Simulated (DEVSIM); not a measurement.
Schottky contact on n-type GaN

System: Schottky contact on n-type GaN, at 350 K.

| layer (left to right) | material | thickness (μm) | Nd (cm⁻³) | τn (s) | τp (s) |
|---|---|---|---|---|---|
| 1 | GaN | 1.40 | 3.8e15 | 1.3e-8 | 1.3e-8 |
| 2 | GaN | 36.0 | 5.2e17 | 1.3e-8 | 1.3e-8 |

Left contact: Schottky, work function 5.72 eV, emission velocity 3.6e6 cm/s. Right contact: ohmic. Voltage is applied to the left contact. Recombination: SRH at mid-gap. Mobility is μmin + (μ − μmin)/(1 + (N/Nref)^α).

The device is made up for the run: typed textbook-type constants, with dimensions and the other settings drawn at random. Values at 300 K; Nc and Nv go as T^1.5, mobilities as T to minus their exponent, the gap by Varshni's rule with the affinity fixed.

```csv
parameter,GaN
gap (eV),3.43
affinity (eV),4.1
permittivity,9.5
Nc (cm⁻³),2.3e18
Nv (cm⁻³),4.6e19
μn (cm²/Vs),1200
μp (cm²/Vs),100
"μn,min",55
"μp,min",3
"Nref,n",2e17
"Nref,p",3e17
αn,1
αp,2
T exponent of μn,1.5
T exponent of μp,2
Varshni α (eV/K),0.00091
Varshni β (K),830
```

Model (solved in DEVSIM): 1D drift-diffusion, Boltzmann statistics, complete ionisation; no tunnelling, impact ionisation, image-force lowering or self-heating. Metal contacts follow the ideal Schottky-Mott rule: no Fermi-level pinning, no interface dipoles.

```
Quantity                                         Value
---------------------------------------------  -------
Potential step across the device at zero bias  1.568 V
Dark forward voltage at 1 A/cm²                1.195 V
Dark forward voltage at 100 A/cm²              1.378 V
```

Dark forward current:

| V (V) | J (A/cm²) |
|---|---|
| 0.25 | 2.9e-14 |
| 0.30 | 1.5e-13 |
| 0.40 | 4.1e-12 |
| 0.45 | 2.1e-11 |
| 0.50 | 1.1e-10 |
| 0.55 | 5.9e-10 |
| 0.65 | 1.6e-8 |
| 0.70 | 8.4e-8 |
| 0.75 | 4.4e-7 |
| 0.85 | 1.2e-5 |
| 0.90 | 6.2e-5 |
| 0.95 | 0.00032 |
| 1.05 | 0.0088 |
| 1.10 | 0.045 |
| 1.15 | 0.23 |
| 1.20 | 1.2 |
| 1.30 | 23 |
| 1.35 | 66 |
| 1.40 | 140 |
| 1.50 | 340 |
| 1.55 | 450 |
| 1.60 | 570 |
| 1.70 | 810 |
| 1.75 | 940 |
| 1.80 | 1100 |
| 1.85 | 1200 |
| 1.95 | 1500 |
| 2.00 | 1600 |

Small-signal capacitance in reverse bias (quasi-static):

```json
[
 {"V (V)": "-0.1", "C (nF/cm²)": "13.1"},
 {"V (V)": "-0.25", "C (nF/cm²)": "12.5"},
 {"V (V)": "-0.5", "C (nF/cm²)": "11.6"},
 {"V (V)": "-0.75", "C (nF/cm²)": "10.9"},
 {"V (V)": "-1", "C (nF/cm²)": "10.3"},
 {"V (V)": "-1.5", "C (nF/cm²)": "9.41"},
 {"V (V)": "-2", "C (nF/cm²)": "8.69"},
 {"V (V)": "-2.5", "C (nF/cm²)": "8.12"},
 {"V (V)": "-3.25", "C (nF/cm²)": "7.45"},
 {"V (V)": "-4", "C (nF/cm²)": "6.94"},
 {"V (V)": "-5", "C (nF/cm²)": "6.50"}
]
```
